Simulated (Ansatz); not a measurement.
Base system: Bi2Te3 in the Bi2Te3 type structure (space group R-3m, No. 166; a = 4.387 Å, c = 30.290 Å (hexagonal axes)).

One thing is altered: a negative pressure, −1 GPa.

Level of theory: Kohn–Sham DFT with the PBE-D3(BJ) functional, run in Ansatz (a first-principles code) with PAW and 420 eV plane waves, without spin-orbit coupling, earlier PAW set.

Base, band edges from the VBM (valence, conduction): Γ 0.00, 0.27; F -0.93, 0.89; S₂ -0.63, 1.11; S₀ -0.63, 1.11; L -0.50, 0.57; H₀ -0.76, 1.24; H₂ -0.76, 1.24; T -0.44, 0.83 eV.

**Question.** Give the band edges at the high-symmetry points of the new zone, measured from its valence-band maximum.

**Answer.** 
| point | valence edge (eV) | conduction edge (eV) |
|---|---|---|
| Γ | 0.00 | 0.32 |
| T | -0.37 | 0.78 |
| H₂ | -0.70 | 1.32 |
| H₀ | -0.70 | 1.32 |
| L | -0.50 | 0.66 |
| S₀ | -0.60 | 1.23 |
| S₂ | -0.60 | 1.23 |
| F | -0.90 | 1.06 |

The gap is 0.32 eV, direct at Γ.

Spin-orbit coupling, missing from the scalar runs, can matter with Bi and Te. Load acts through the strain it causes; cell and atoms are relaxed under it. Stability against distortions was not tested.
